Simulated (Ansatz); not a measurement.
CsCl: Cl on a Cs site (antisite)

The parent structure is a 14-atom supercell of CsCl in the CsCl type structure (space group Pm-3m, No. 221; a = 4.2053 Å) at its relaxed geometry.

Modification: a neutral Cl on a Cs site (antisite), atoms relaxed at fixed cell, starting from a slightly rattled geometry.

Method: Ansatz (a program for electronic structure), PBE, PAW, cutoff 420 eV, no SOC. k-mesh 4×4×4 (Γ-centred); smearing 0.01 eV (Fermi–Dirac).

* **Pressure**: 0.8 GPa (base 0.0 GPa)

The magnetic state is the one reached from the starting moments; the real material's order can differ, and small cells can't hold many antiferromagnetic ones. In so small a cell the defect repeats every few ångströms: this is an ordered compound, not a dilute defect. The defect cell is spin-polarised and ends with 2.0 μB.
